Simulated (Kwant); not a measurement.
# GaN/Al0.2Ga0.8N stack with 1 barrier

Model system: GaN/Al0.2Ga0.8N stack with 1 barrier. One parabolic valley. Leads of mass 0.2 mₑ with the band edge at 0; grid 0.1 nm; bias swept from 0.014 to 0.43979 V, dropping linearly over the stack. Emitter Fermi level 0.069 eV, 77 K, equal in the collector.

```csv
layer,thickness (nm),band offset (eV),mass (mₑ)
1,2.2,0.35,0.22
```

The device is made up for the run: typed textbook-type constants, with dimensions and the other settings drawn at random.

Model: one-band effective-mass tight-binding model in one dimension, coherent, no space charge, current by the Tsu-Esaki formula (Kwant).

```csv
bias (V),J (A/cm²)
0.01400,14000
0.03766,33900
0.06131,48000
0.08497,58400
0.1086,68600
0.1323,79600
0.1559,91300
0.1796,104000
0.2032,118000
0.2269,133000
0.2505,150000
0.2742,168000
0.2979,188000
0.3215,210000
0.3452,234000
0.3688,261000
0.3925,291000
0.4161,323000
0.4398,359000
```
